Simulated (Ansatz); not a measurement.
Results of PBEsol+SOC in Ansatz (plane waves, PAW) for ZnGeO3 (R3c, No. 161, 10 atoms in the cell; start mp-1020631).

Run with plane-wave cutoff 520 eV, 8×8×8 k mesh, Fermi–Dirac smearing 0.01 eV, PAW data made under PBE.

Cell (relaxed with PBEsol):

```yaml
crystal:
  lattice:
    - [2.51427, 1.45162, 4.36300]
    - [-2.51427, 1.45162, 4.36300]
    - [0.00000, -2.90323, 4.36300]
  atoms:
    - { symbol: Zn, position: [0.27769, 0.27769, 0.27769] }
    - { symbol: Zn, position: [0.77769, 0.77769, 0.77769] }
    - { symbol: Ge, position: [0.50090, 0.50090, 0.50090] }
    - { symbol: Ge, position: [0.00090, 0.00090, 0.00090] }
    - { symbol: O, position: [0.72640, 0.12564, 0.36679] }
    - { symbol: O, position: [0.36679, 0.72640, 0.12564] }
    - { symbol: O, position: [0.12564, 0.36679, 0.72640] }
    - { symbol: O, position: [0.86679, 0.62564, 0.22640] }
    - { symbol: O, position: [0.62564, 0.22640, 0.86679] }
    - { symbol: O, position: [0.22640, 0.86679, 0.62564] }
```

**Question.** Predict the band gap.

**Answer.** 
band gap: 1.65 eV (on the SCF k mesh)

A start named mp-… is a Materials Project structure, which need not be a measured phase.

Ansatz is a quantum-chemistry and plane-wave program.
